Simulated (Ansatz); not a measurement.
The starting structures come from a database of crystals and need not be the phases stable at ambient conditions.

 Where the default PAW files enter, the runs use the earlier of Ansatz's two default sets.

```yaml
crystal:
  lattice:
    - [5.19199, -0.02629, 0.02275]
    - [-0.63194, 6.04285, 0.01399]
    - [0.63194, -0.85414, 5.98220]
  atoms:
    - { symbol: Sn, position: [0.50000, 0.70902, 0.70902] }
    - { symbol: Sn, position: [0.50000, 0.29098, 0.29098] }
    - { symbol: Sn, position: [0.99458, 0.78719, 0.21281] }
    - { symbol: Sn, position: [0.00542, 0.21281, 0.78719] }
    - { symbol: O, position: [0.69379, 0.61159, 0.38841] }
    - { symbol: O, position: [0.30621, 0.38841, 0.61159] }
    - { symbol: F, position: [0.79996, 0.13880, 0.48443] }
    - { symbol: F, position: [0.20004, 0.86120, 0.51557] }
    - { symbol: F, position: [0.20004, 0.48443, 0.13880] }
    - { symbol: F, position: [0.79996, 0.51557, 0.86120] }
```

Space group of this cell: C2/m. The cell was relaxed by PBE-D3(BJ); by PBEsol its mean pressure is -1.9 GPa.

Transport runs along the normal of the first two printed cell vectors.

The gap is the functional's own, uncorrected, and κ follows it; spin-orbit coupling is left out. Mid-gap values are interpolated between the computed energies.

Task: State the band gap and the smallest decay constant κ at mid-gap according to PBEsol (Ansatz, a quantum-chemistry and plane-wave program).

Result: Gap 2.42 eV on a 6×6×6 mesh; κ = 0.276 1/Å, at (-0.167, 0.167) of the in-plane reciprocal vectors. At the zone centre, at the nearest computed energy, the slowest state has κ = 0.31 1/Å.
